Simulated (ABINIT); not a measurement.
Band structure of Cu (Fm-3m, 1 atom in the cell).

```yaml
crystal:
  lattice:
    - [0.00000, 1.80660, 1.80660]
    - [1.80660, 0.00000, 1.80660]
    - [1.80660, 1.80660, 0.00000]
  atoms:
    - { symbol: Cu, position: [0.00000, 0.00000, 0.00000] }
```

Level of theory: PBE, PAW (JTH v2.0 PBE PAW) (plane waves; ABINIT).

Settings: pseudos = [Cu.GGA_PBE-JTH.xml]; ecut = 60 Ry; pawecutdg = 120 Ry; pawxcdev = 0; occopt = 3; tsmear = 0.136 eV; ngkpt = 16 16 16; nshiftk = 1; shiftk = 0 0 0; potentials = JTH v2.0 PBE PAW; kptopt = 1; nstep = 100; tolvrs1 = 1e-10.

The starting cell comes from a database of computed structures (which also holds hypothetical and non-ambient phases and stackings), without a prior relaxation at this level. Its lattice was rescaled by a random factor within 2.5 % of one. Spin polarisation is off.

Levels in eV from the Fermi level, bands 6 to 13:
| point | 6 | 7 | 8 | 9 | 10 | 11 | 12 | 13 |
|---|---|---|---|---|---|---|---|---|
| Γ | -3.00 | -3.00 | -3.00 | -2.17 | -2.17 | 22.84 | 25.34 | 25.34 |
| X | -4.41 | -1.61 | -1.45 | -1.45 | 1.44 | 7.13 | 13.08 | 13.08 |
| W | -3.52 | -3.52 | -2.21 | -1.45 | 6.18 | 6.18 | 8.32 | 8.80 |
| K | -4.06 | -2.75 | -2.03 | -1.65 | 4.30 | 5.72 | 7.85 | 15.16 |
| L | -3.03 | -3.03 | -1.59 | -1.59 | -1.07 | 3.78 | 21.27 | 22.12 |
| U | -4.06 | -2.75 | -2.03 | -1.65 | 4.30 | 5.72 | 7.85 | 15.16 |

Bands cross the Fermi level along this path, so the cell is metallic at this level.
